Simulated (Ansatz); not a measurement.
Ansatz (a quantum-chemistry and plane-wave program) run on Be (P6_3/mmc, 2 atoms in the cell): self-consistent single point.

Computed with PBE (plane waves, PAW; Ansatz).

The change in words: lattice scaled by 0.98. Reference geometry:
```yaml
crystal:
  lattice:
    - [1.14500, -1.98320, 0.00000]
    - [1.14500, 1.98320, 0.00000]
    - [0.00000, 0.00000, 3.58000]
  atoms:
    - { symbol: Be, position: [0.33333, 0.66667, 0.25000] }
    - { symbol: Be, position: [0.66667, 0.33333, 0.75000] }
```

Reference input (self-consistent single point, DFT, PBE, plane waves, default PAW files): kpoints.mp_grid.grid = 16 16 9; hamiltonian.xc = pbe; hamiltonian.pseudopotentials = {kind: paw} (the program's default PAW files); scf.occupations.method = fermi_dirac; scf.occupations.width = 0.1 eV. This run's input differs from it in these lines:

Ansatz 0.2 input:
```diff
@@ -3,8 +3,8 @@
   lattice:
-    - [1.145000, -1.983198, 0.000000]
-    - [1.145000, 1.983198, 0.000000]
-    - [0.000000, 0.000000, 3.580000]
+    - [1.122100, -1.943534, 0.000000]
+    - [1.122100, 1.943534, 0.000000]
+    - [0.000000, 0.000000, 3.508400]
   atoms:
-    - { symbol: Be, position_ang: [1.145000, 0.661066, 0.895000] }
-    - { symbol: Be, position_ang: [1.145000, -0.661066, 2.685000] }
+    - { symbol: Be, position_ang: [1.122100, 0.647845, 0.877100] }
+    - { symbol: Be, position_ang: [1.122100, -0.647845, 2.631300] }
 kpoints:
```

Log, with long lists cut:

```
SCF iter   1: F=—  HF=-185.526590 eV  |F-HF|=—  |Δ(HF+E_count)|=         —  Δρ=1.35e-3  dr2=1.94e-4  ethr=1.77e-3  ⟨swp⟩=5.4  Hψ=7830  notcnv=0
all-band conjugate gradients solve this SCF's bands
preconditioner: auto → none
SCF iter   2: F=—  HF=-185.526622 eV  |F-HF|=—  |Δ(HF+E_count)|=   3.21e-5  Δρ=8.40e-4  dr2=7.75e-5  ethr=4.86e-6  ⟨swp⟩=1.3  Hψ=2149  notcnv=0
   [... lines left out ...]
SCF iter   4: F=-185.526625 eV  HF=-185.526625 eV  |F-HF|=4.55e-10  |Δ(HF+E_count)|=   3.55e-7  Δρ=4.25e-6  dr2=2.16e-9  ethr=1.37e-9  ⟨swp⟩=2.2  Hψ=1173  notcnv=0
iter 5 did not close the SCF: its close was put off for the readings that it lacked (scf_convergence_deferred on its scf_iter line)
SCF iter   5: F=-185.526625 eV  HF=-185.526625 eV  |F-HF|=3.07e-12  |Δ(HF+E_count)|=  4.07e-10  Δρ=3.29e-7  dr2=6.80e-12  ethr=5.41e-11  ⟨swp⟩=1.0  Hψ=901  notcnv=0
SCF iter   6: F=-185.526625 eV  HF=-185.526625 eV  |F-HF|=8.53e-14  |Δ(HF+E_count)|=  4.18e-12  Δρ=2.75e-8  dr2=7.36e-14  ethr=1.00e-12  ⟨swp⟩=1.0  Hψ=2257  notcnv=0
SCF 1 converged in 6 iterations: F = -185.526625 eV  dr2 = 7.36e-14
Free energy (F): -185.526625 eV
Internal energy: -185.523628 eV  (E = F + TS)
E sigma→0 (E₀):  -185.525127 eV
Entropy (-TS):   -0.002997 eV (-1.498 meV/atom)
Fermi energy:    8.382951 eV
--- Forces (eV/Å), atoms counted from 1 ---
  atom   1  Be    -0.00000000     0.00000000     0.00000000
  atom   2  Be     0.00000000    -0.00000000     0.00000000
--- Stress (GPa, compression-positive) ---
        3.582363       0.000000       0.000000
       -0.000000       3.582363       0.000000
        0.000000       0.000000       5.993815
  P = ⅓ Tr σ = 4.3862 GPa (43.862 kbar)
  The stress holds the Pulay correction. Without it, at fixed plane waves, as pw.x and ABINIT print it: P = 4.3411 GPa
```

The run converged in 6 iterations. Against the reference run the free energy rises by 1.3 meV/atom and the pressure goes from -3.18 to 4.39 GPa.

The starting cell has typed, rounded lattice constants, without a prior relaxation at this level. For this run, on top of that: lattice scaled by 0.98. With a pressure of about 4 GPa the cell is away from its equilibrium volume at this level. Ansatz's pressure includes its estimate of the finite-basis (Pulay) stress.
